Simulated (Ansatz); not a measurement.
Cell and atoms of amorphous Al₂₈O₄₅W:

```xyz
74
Lattice="9.7017 0.4807 0.2069 0.4807 8.8992 -0.0806 0.2069 -0.0806 9.5317" Properties=species:S:1:pos:R:3 pbc="T T T"
Al     3.8413     3.2692     1.4250
Al     7.4759     8.4753     3.5206
Al     7.9172     4.4194     0.7139
Al     6.6341     1.9247     0.2770
Al     2.4593     4.1648     3.6418
Al     9.3356     3.9537     4.8957
Al     5.6885     8.8000     8.6654
Al     9.4782     6.2465     2.2987
Al     5.3137     4.4163     5.4233
Al     2.5575     7.3243     4.7226
Al     7.2672     5.6224     3.7872
Al     9.3968     2.3787     7.6920
Al     2.8515     2.2804     5.2200
Al     7.0386     7.5914     1.1277
Al     6.6732     1.2820     6.2998
Al     4.9859     5.6548     9.5671
Al     0.8558     0.7474     3.3535
Al     2.7723     5.6642     7.4279
Al     4.3244     6.3890     2.9968
Al     1.4098     3.7385     0.1335
Al     9.7072     6.4300     8.3232
Al    10.2050     8.7116     6.4318
Al     7.3236     7.1443     6.4249
Al     7.5196     2.5254     3.4192
Al     3.9349     0.2589     2.8429
Al     2.3138     1.2086     8.0079
Al     4.6184     3.1425     7.8586
Al     7.3325     4.3160     7.6046
O      6.8419     1.1535     4.3943
O      5.9438     7.1316     9.4207
O      6.6424     5.5317     6.4844
O      6.0238     2.9627     6.5159
O      9.2767     2.4174     3.7892
O      8.0141     2.9298     8.8584
O      6.0418     8.2177     2.5301
O      8.6003     7.8881     2.2461
O      2.5190     1.2022     3.8065
O      3.6763     8.8868     8.8586
O      4.1155     7.9198     4.1637
O      9.6066     4.8159     1.1664
O      8.9010     3.7859     6.6401
O      1.0516     0.7323     6.8317
O      9.2325     5.4554     3.8673
O      8.2365     5.5396     8.7943
O      2.1724     3.5732     2.0026
O      5.4302     1.7069     8.7056
O      2.1055     6.9435     6.3755
O      4.4715     5.0322     1.6546
O      1.4485     3.4088     4.9110
O      7.3211     3.9337     4.4045
O      7.2101     2.8884     1.7110
O      7.5104     7.2293     4.6826
O      3.9864     3.4242     4.4152
O      5.8541     4.3099     8.8036
O      3.4219     6.2794     8.9785
O      8.3508     1.0792     6.8192
O      9.0778     7.3130     6.9098
O      4.0493     4.6499     6.7849
O      3.4331     1.9772     6.8549
O      3.3998     3.3074     9.2595
O      3.6835     7.6996     1.7366
O      4.4984     1.7153     1.9193
O      1.0293     8.2643     4.4117
O      5.4953     5.6024     4.0700
O      1.3716     4.8247     8.1464
O      1.3828     6.4294     1.5781
O      1.0205     2.1830     8.7956
O      0.9950     0.2559     1.6194
O      0.9367     7.4140     8.8520
O      6.3932     8.6279     6.9068
O      7.2429     9.0838     0.1476
O      2.7265     5.8613     3.7612
O      7.3474     5.7796     1.8878
W      2.1219     7.7314     0.5653
```

Calculation: PBE, scalar-relativistic without spin-orbit coupling (plane waves to 420 eV, PAW; Ansatz, a first-principles code).

The cell was made by melting and quenching with the CHGNet potential and then relaxed with DFT. O atoms were pushed apart under 1.9 Å during the dynamics, to hinder bonds among them. The hot cell started wider than the set density and was brought back towards it in steps. It is the lowest in DFT energy of 2 quenches. It is a model cell: composition and starting density were chosen by hand, and all elements were melted together. No dispersion term was used. Its density started from a set value of 3.36 and ended at 3.36 g/cm³. Cooling (nominally 340 K/ps over its main leg) ran many orders faster than in experiment, which tends to leave more defects and strain. One small periodic cell is one sample of the glass; other quenches scatter about these values. The volume was held where the preparation left it and the shape relaxed, at a PBE pressure of -0.4 GPa (tension). Stress components on the final sampling reach 0.6 GPa.

Bonds are counted up to Al-Al 2.66 Å, Al-O 2.36 Å, Al-W 2.85 Å, O-O 1.58 Å, O-W 2.51 Å, W-W 3.04 Å. Two cations that share two anions don't count as bonded, nor two that share one unless they lie closer than Al-Al 2.59 Å, Al-W 2.77 Å, W-W 2.95 Å.

Task: Give the coordination numbers, mean bond lengths and angles.

Result: 
| Quantity | Value |
|---|---|
| Mean coordination of Al by anions | 4.61 (14 with 4, 11 with 5, 3 with 6) |
| Mean coordination of O | 3.00 (4 with 2, 37 with 3, 4 with 4) |
| Mean coordination of W by anions | 6.00 (1 with 6) |
| Mean Al-O bond | 1.856 Å (spread 0.097 Å, 129 counted) |
| Mean O-W bond | 1.962 Å (spread 0.141 Å, 6 counted) |
| Bond angle at Al | mean 107.3°, spread 24.2° |
| Bond angle at O | mean 115.6°, spread 17.2° |
| Bond angle at W | mean 105.4°, spread 31.9° |

Task: List the pairs of like atoms that count as bonded by the rules above.

Result: There are none by these rules.
